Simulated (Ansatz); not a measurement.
Consider C in the diamond structure (space group Fd-3m, No. 227; a = 3.5317 Å). Axes: x, y, z lie along the cube axes.

All numbers come from DFT with LDA, PAW potentials and a 420 eV plane-wave cutoff in Ansatz (a first-principles code), spin-orbit coupling left out.

Strains are applied to the cell and any free atomic positions relax; under biaxial strain the out-of-plane vector relaxes too.

One change was made to it. Results:

| quantity | base | after |
|---|---|---|
| shortest interatomic distance | 2.890 bohr | 2.932 bohr |
| smallest direct gap | 5.62 eV | 4.96 eV |
| pressure (mean of the normal stresses, compression positive) | 0.00 GPa | -18.46 GPa |

Question: Which of these changes matches the shifts?
A) biaxial strain −2.00 %, plane normal [001], relaxed out of plane
B) biaxial strain −3.00 %, plane normal [001], relaxed out of plane
C) biaxial strain +2.50 %, plane normal [001], relaxed out of plane
D) biaxial strain +0.50 %, plane normal [001], relaxed out of plane
E) biaxial strain −1.50 %, plane normal [001], relaxed out of plane

Answer: C, biaxial strain +2.50 %, plane normal [001], relaxed out of plane. For comparison, the smallest direct gap in the other runs: biaxial strain −2.00 %, plane normal [001], relaxed out of plane gives 5.48 eV; biaxial strain −1.50 %, plane normal [001], relaxed out of plane gives 5.52 eV; biaxial strain +0.50 %, plane normal [001], relaxed out of plane gives 5.48 eV; biaxial strain −3.00 %, plane normal [001], relaxed out of plane gives 5.41 eV.

Stability against distortions was not tested.
